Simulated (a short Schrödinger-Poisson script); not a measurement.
Stack: MOS inversion layer, SiO2 on p-type Si(100), at 300 K.

```
layer  material  thickness (nm)  Na (cm⁻³)
-----  --------  --------------  ---------
1          SiO2             1.5          -
2            Si            1400     9.7e16
```

Constants are typed, rounded textbook-type inputs, not results; the design itself was drawn at random and stands for no fabricated device. SiO2: permittivity 3.9, conduction-band edge (eV) 3.15, gap (eV) 9, electron mass (mₑ) 0.5. Si: permittivity 11.7, conduction-band edge (eV) 0, gap (eV) 1.124, Nv at 300 K (cm⁻³) 3.1e19.

Channel valleys (confinement mass, in-plane density-of-states mass, number): Δ2 0.916, 0.19, 2; Δ4 0.19, 0.417, 4. At the gate the conduction-band edge of layer 1 lies 3.32 eV − eVg above the Fermi level of the channel; the field vanishes at the back. Gaps are held at their typed values at every temperature. Mesh 0.03 nm at interfaces.

From a short Schrödinger-Poisson script (our own, NumPy): 1D Poisson equation in equilibrium, electrons quantum, Hartree (BenDaniel-Duke, 12 states a valley, the channel's in-plane mass for all, wave functions ending at the dielectric), parabolic valleys, classical holes, full ionisation, no traps, pinning or gate leakage.

The same stack at other levels of the model or other numerical settings:

```tsv
run	sheet density of all electrons at Vg = 0.95 V (cm⁻²)	sheet density of all electrons at Vg = 0.35 V (cm⁻²)	capacitance at Vg = 0.95 V (μF/cm²)	centroid of the channel electrons at Vg = 0.95 V (nm)	rough cost against the base
base	7.18e12	1.10e12	1.76	1.87	about 1
electrons treated as classical, Boltzmann	(withheld)	1.65e12	2.14	(withheld)	0.03
electrons treated as classical, Fermi-Dirac	8.78e12	1.62e12	(withheld)	0.82	0.2
mesh six times as coarse	7.18e12	1.10e12	1.76	1.86	0.2
one subband a valley	7.15e12	1.07e12	1.76	1.77	0.5
```

Problem. What belongs in the gaps?

Solution. 
- electrons treated as classical, Boltzmann, centroid of the channel electrons at Vg = 0.95 V (nm): 0.63
- electrons treated as classical, Boltzmann, sheet density of all electrons at Vg = 0.95 V (cm⁻²): 9.19e12
- electrons treated as classical, Fermi-Dirac, capacitance at Vg = 0.95 V (μF/cm²): 2.00

The classical rows ignore confinement, and Boltzmann statistics overrate the density once the band edge passes the Fermi level.
